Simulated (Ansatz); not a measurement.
## TiN: response to strain

Start from TiN in the rock salt structure (space group Fm-3m, No. 225; relaxed with 0.1 eV smearing).

```yaml
crystal:
  lattice:
    - [0.00000, 2.11696, 2.11696]
    - [2.11696, 0.00000, 2.11696]
    - [2.11696, 2.11696, 0.00000]
  atoms:
    - { symbol: N, position: [0.00000, 0.00000, 0.00000] }
    - { symbol: Ti, position: [0.50000, 0.50000, 0.50000] }
```

Cartesian axes are those of the cell as printed.

Strains are applied to the cell and any free atomic positions relax.

Computed with plane-wave PAW DFT at the r2SCAN level (Ansatz, a program for electronic structure, 500 eV), no spin-orbit coupling, earlier PAW set.

Candidates:
(a) isotropic strain −4.85 %
(b) tensor shear ε_xy = +1.78 %
(c) isotropic strain −5.31 %
(d) isotropic strain −1.15 %

Notes on the quantities. energy relative to the base: free energy F.

Question: Order them by energy relative to the base, lowest first.

Answer: (b) tensor shear ε_xy = +1.78 % (+6.8 meV/atom), (d) isotropic strain −1.15 % (+11 meV/atom), (a) isotropic strain −4.85 % (+0.217 eV/atom), (c) isotropic strain −5.31 % (+0.264 eV/atom)

No phonon test of stability was made. All final runs are without spin polarisation. An odd electron count without spin: TiN.
